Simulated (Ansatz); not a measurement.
# BAs under a change: isotropic strain −0.55 %

The reference is BAs in the zinc blende structure (space group F-43m, No. 216; a = 4.768 Å).

It is then changed as follows: the cell is scaled by 0.9945 in all directions, atoms relaxed at fixed cell.

The values are results of PBEsol in Ansatz (plane waves to 420 eV, PAW, no SOC), not measurements. k-mesh 12×12×12 (Γ-centred); smearing 0.05 eV (Fermi–Dirac).

- Volume per atom = 13.33 Å³ (base 13.55 Å³)
- Space group = F-43m (No. 216) (base F-43m (No. 216))
- Shortest interatomic distance = 2.053 Å (base 2.065 Å)
- Energy relative to the base (free energy F) = +1.6 meV/atom
- Pressure = 2.40 GPa (base 0.00 GPa)
- Band gap = 1.07 eV (base 1.08 eV)
- Gap character = indirect, Γ → Γ–X (82 % along) (base indirect, Γ → Γ–X (82 % along))
- Mean gap deformation potential ΔEg/Δln V = +1.0 eV
- Electron mass = 1.1 mₑ along k, 0.21 mₑ across (off the special points) (base 1.1 mₑ along k, 0.21 mₑ across (off the special points))
- Hole mass (degenerate bands, along [100]) = 0.23 mₑ (at Γ) (base 0.23 mₑ (at Γ))

Masses are band curvatures over ±0.01 Å⁻¹ around the edge. Along k means along the line from Γ to the band edge. Whether these cells are dynamically stable was not tested.

Ansatz is a first-principles code.
